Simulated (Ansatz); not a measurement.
ReC (model structure, started from the NbAs type, I4₁md, No. 109, 4 atoms in the cell), treated with PBEsol in Ansatz (PAW).

Settings: plane-wave cutoff 520 eV, 28×28×28 k mesh, Fermi–Dirac smearing 0.05 eV, no spin polarisation, scalar-relativistic PAW data made under PBE.

Cell (relaxed at this level):

```
ReC
1.0
   -1.40961     1.40961     4.96389
    1.40961    -1.40961     4.96389
    1.40961     1.40961    -4.96389
Re C
2 2
Direct
  0.49822   0.49822   0.00000
  0.24822   0.74822   0.50000
  0.91778   0.91778   0.00000
  0.66778   0.16778   0.50000
```

Q: Give the computed bulk modulus.

A: 
* **bulk modulus**: 439 GPa

Note: the run has no spin polarisation, so it can have missed a magnetic state; the bulk modulus is −V dP/dV from two relaxed cells at ±2 % in volume; the relaxation could raise the start's symmetry but not lower it, so the cell can be a saddle point.

Spin–orbit coupling is not included; it can open a gap where bands touch, and shift volumes and moduli.

Static lattice: no zero-point or thermal effects.

Cost on a shared machine: roughly 23 core-minutes.

A model structure was made by putting elements into a prototype or built by hand; it is no filed structure, need not be a known phase, and can be a saddle point held by its symmetry.

Ansatz is an electronic-structure program.
